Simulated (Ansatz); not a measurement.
A zone-centre phonon calculation of Tc3Pt (P6_3/mmc, 8 atoms in the cell) with Ansatz (a first-principles code).

Method: LDA (PW92), default PAW files made with PBE (plane waves; Ansatz).

```
CELL_PARAMETERS angstrom
      5.49734     0.00000     0.00000
     -2.74867     4.76084     0.00000
      0.00000     0.00000     4.35916
ATOMIC_POSITIONS crystal
  Tc 0.15750 0.31500 0.25000
  Tc 0.84250 0.68500 0.75000
  Tc 0.84250 0.15750 0.75000
  Tc 0.15750 0.84250 0.25000
  Tc 0.68500 0.84250 0.25000
  Tc 0.31500 0.15750 0.75000
  Pt 0.33333 0.66667 0.75000
  Pt 0.66667 0.33333 0.25000
```

Reference input (self-consistent single point, DFT, LDA (PW92), plane waves, default PAW files made with PBE): basis.ecutwfc = 500 eV; kpoints.mp_grid.grid = 5 5 6; hamiltonian.xc = lda; hamiltonian.pseudopotentials = {kind: paw} (the program's default PAW files); scf.occupations.method = gaussian; scf.occupations.width = 0.1 eV. This run's input differs from it in these lines:

```diff
@@ -28,6 +28,6 @@
     width: 0.1
-output:
-  forces: true
-  eigenvalues: true
-  stress: true
+  convergence:
+    dr2_threshold: 1.0e-07 eV
+phonons:
+  method: dfpt
```

Output, abridged:

```
SCF iter   1: F=—  HF=-56205.959239 eV  |F-HF|=—  |Δ(HF+E_count)|=         —  Δρ=3.24e-1  dr2=2.89e2  ethr=3.10e-3  ⟨swp⟩=5.4  Hψ=8796  notcnv=0
all-band conjugate gradients solve this SCF's bands
preconditioner: auto → Kerker (q_TF=auto, 2.774 Å⁻¹)
SCF iter   2: F=—  HF=-56186.540155 eV  |F-HF|=—  |Δ(HF+E_count)|=    1.94e1  Δρ=1.49e-1  dr2=6.43e1  ethr=3.10e-3  ⟨swp⟩=2.9  Hψ=5507  notcnv=0  defer=241
   [... lines left out ...]
SCF iter   6: F=—  HF=-56179.981057 eV  |F-HF|=—  |Δ(HF+E_count)|=   3.19e-3  Δρ=1.03e-3  dr2=3.30e-3  ethr=1.81e-5  ⟨swp⟩=1.6  Hψ=2754  notcnv=0  defer=141
SCF iter   7: F=—  HF=-56179.980507 eV  |F-HF|=—  |Δ(HF+E_count)|=   5.50e-4  Δρ=1.81e-4  dr2=7.70e-5  ethr=2.62e-6  ⟨swp⟩=2.0  Hψ=3670  notcnv=0  defer=141
SCF iter   8: F=—  HF=-56179.980485 eV  |F-HF|=—  |Δ(HF+E_count)|=   2.12e-5  Δρ=1.84e-5  dr2=5.18e-7  ethr=6.11e-8  ⟨swp⟩=2.0  Hψ=3743  notcnv=0  defer=141
SCF iter   9: F=-56179.980485 eV  HF=-56179.980485 eV  |F-HF|=6.59e-8  |Δ(HF+E_count)|=   9.41e-8  Δρ=6.06e-6  dr2=7.68e-8  ethr=7.94e-11  ⟨swp⟩=14.1  Hψ=18241  notcnv=0
SCF 1 converged in 9 iterations: F = -56179.980485 eV  dr2 = 7.68e-8
DFPT response loops at Γ: preconditioner auto → Kerker (q_TF=auto, 2.774 Å⁻¹) (partly filled bands, converged f_vac=0.000) …
Free energy (F): -56179.980485 eV
Internal energy: -56179.962697 eV  (E = F + TS)
E sigma→0 (E₀):  -56179.971591 eV
Entropy (-TS):   -0.017789 eV (-2.224 meV/atom)
Fermi energy:    23.122122 eV
--- Phonons (Γ-DFPT): 5 representative perturbations + reference, on 36 of 150 k-points (Σ response iterations 24) ---
  k mesh reduced under 4 symmetry operations, with k and −k counted as one. Each operation leaves every solved displacement unchanged or reverses it
  ASR residual: 4.640e-3 → 0.000e0 eV/Å²; symmetrization residual: 4.464e-7 eV/Å²
  ASR residual per site (eV/Å²): 3.62e-3 3.62e-3 3.62e-3 3.62e-3 3.62e-3 3.62e-3 4.64e-3 4.64e-3
  Γ frequencies (cm⁻¹): 0.00 0.00 0.00 112.69 122.91 122.91 150.73 165.56 176.98 176.98 183.90 183.90 193.62 193.62 197.87 229.73 229.73 230.89 230.89 231.72 231.72 233.77 236.28 237.17
  non-analytic LO–TO correction: not included (Born effective charges unavailable; polar crystals: no LO–TO splitting at Γ)
```

The run converged in 9 iterations. 

Summary of the result:
| Quantity | Value |
|---|---|
| Free energy E − TS (on the zero of these files) | -56179.9805 eV |
| Fermi level (on the code's own zero) | 23.12 eV |
| Zone-centre frequencies (cm⁻¹; negative means imaginary) | 0, 0, 0, 113, 123, 123, 151, 166, 177, 177, 184, 184, 194, 194, 198, 230, 230, 231, 231, 232, 232, 234, 236, 237 |

The starting cell comes from a database of computed structures (which also holds hypothetical and non-ambient phases and stackings), without a prior relaxation at this level. Its lattice was rescaled by up to half a per cent. Spin polarisation is off.

Cost on one core of a shared machine: roughly 7 min.

Keys are those of Ansatz 0.2.
